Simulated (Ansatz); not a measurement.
The parent structure is Hf in the hcp (Mg type) structure (space group P6_3/mmc, No. 194; a = 3.198 Å, c = 5.047 Å).

The values are results of Ansatz (a first-principles code) r2SCAN, no SOC, earlier PAW set, not measurements.

One change was made to it. Results:

The shortest interatomic distance falls by 0.240 Å to 2.887 Å; the c/a ratio grows by 0.196 (1.578 → 1.774).

Name the change that was made.
(A) Hf → V
(B) Hf → Ti
(C) Hf → Ca
(D) Hf → Ta

D, Hf → Ta. For comparison, the c/a ratio in the other runs: Hf → Ca gives 1.644; Hf → Ti gives 1.579; Hf → V gives 1.797.

Whether these cells are dynamically stable was not tested. For Ta and V in this form, whether it has been made was not checked. Starting moments died away, wholly or in part, for Hf → V; another magnetic solution may exist. All final runs are without spin polarisation. This is not the structure that Ta has at room temperature and ambient pressure. This is not the structure that Ca has at room temperature and ambient pressure. This is not the structure that V has at room temperature and ambient pressure.
